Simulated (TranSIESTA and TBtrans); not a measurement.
Junction: Al point contact of 4 atoms in a row between two rods, one bond stretched by the factor 1.25. Leads: fcc Al rod along [100], layers of 5 and 4 atoms, a = 4.04 Å. Geometry: as built, not relaxed. Transport runs along z; the first 18 and the last 18 of the 71 atoms are the lead cells, repeated to infinity.

```xyz
71
Lattice="14.213 0.000 0.000 0.000 14.213 0.000 0.000 0.000 40.862" Properties=species:S:1:pos:R:3 pbc="F F T"
Al     7.107     7.107     0.000
Al     9.963     7.107     0.000
Al     7.107     9.963     0.000
Al     4.250     7.107     0.000
Al     7.107     4.250     0.000
Al     8.535     8.535     2.020
Al     5.678     8.535     2.020
Al     8.535     5.678     2.020
Al     5.678     5.678     2.020
Al     7.107     7.107     4.040
Al     9.963     7.107     4.040
Al     7.107     9.963     4.040
Al     4.250     7.107     4.040
Al     7.107     4.250     4.040
Al     8.535     8.535     6.060
Al     5.678     8.535     6.060
Al     8.535     5.678     6.060
Al     5.678     5.678     6.060
Al     7.107     7.107     8.080
Al     9.963     7.107     8.080
Al     7.107     9.963     8.080
Al     4.250     7.107     8.080
Al     7.107     4.250     8.080
Al     8.535     8.535    10.100
Al     5.678     8.535    10.100
Al     8.535     5.678    10.100
Al     5.678     5.678    10.100
Al     7.107     7.107    12.120
Al     9.963     7.107    12.120
Al     7.107     9.963    12.120
Al     4.250     7.107    12.120
Al     7.107     4.250    12.120
Al     8.535     8.535    14.140
Al     5.678     8.535    14.140
Al     8.535     5.678    14.140
Al     5.678     5.678    14.140
Al     7.107     7.107    16.160
Al     7.107     7.107    18.788
Al     7.107     7.107    22.073
Al     7.107     7.107    24.702
Al     8.535     8.535    26.722
Al     5.678     8.535    26.722
Al     8.535     5.678    26.722
Al     5.678     5.678    26.722
Al     7.107     7.107    28.742
Al     9.963     7.107    28.742
Al     7.107     9.963    28.742
Al     4.250     7.107    28.742
Al     7.107     4.250    28.742
Al     8.535     8.535    30.762
Al     5.678     8.535    30.762
Al     8.535     5.678    30.762
Al     5.678     5.678    30.762
Al     7.107     7.107    32.782
Al     9.963     7.107    32.782
Al     7.107     9.963    32.782
Al     4.250     7.107    32.782
Al     7.107     4.250    32.782
Al     8.535     8.535    34.802
Al     5.678     8.535    34.802
Al     8.535     5.678    34.802
Al     5.678     5.678    34.802
Al     7.107     7.107    36.822
Al     9.963     7.107    36.822
Al     7.107     9.963    36.822
Al     4.250     7.107    36.822
Al     7.107     4.250    36.822
Al     8.535     8.535    38.842
Al     5.678     8.535    38.842
Al     8.535     5.678    38.842
Al     5.678     5.678    38.842
```

Run with TranSIESTA and TBtrans (open boundaries, self-consistent; PseudoDojo norm-conserving potentials, scalar-relativistic): PAO.BasisSize SZP, PAO.EnergyShift 0.15 eV, XC.Authors PBE, Mesh.Cutoff 150 Ry, ElectronicTemperature 300 K, TBT.Elecs.Eta 0.001 eV, no spin polarisation.

Q: Give the current of both spins against bias, self-consistently and from the zero-bias transmission integrated over the bias window.

A: 
```
V (V)  I self-consistent (μA)  I from the zero-bias T(E) (μA)
-----  ----------------------  ------------------------------
0.2                      6.46                            6.54
0.4                      14.5                            17.4
0.6                      17.2                            28.1
```

Positive bias raises the left lead's chemical potential. The energy step is 0.02 eV; narrower resonances are cut or missed.

The leads' channel count changes near 0.03 eV, within the thermal window, so values at the Fermi level hang on where that band edge falls.
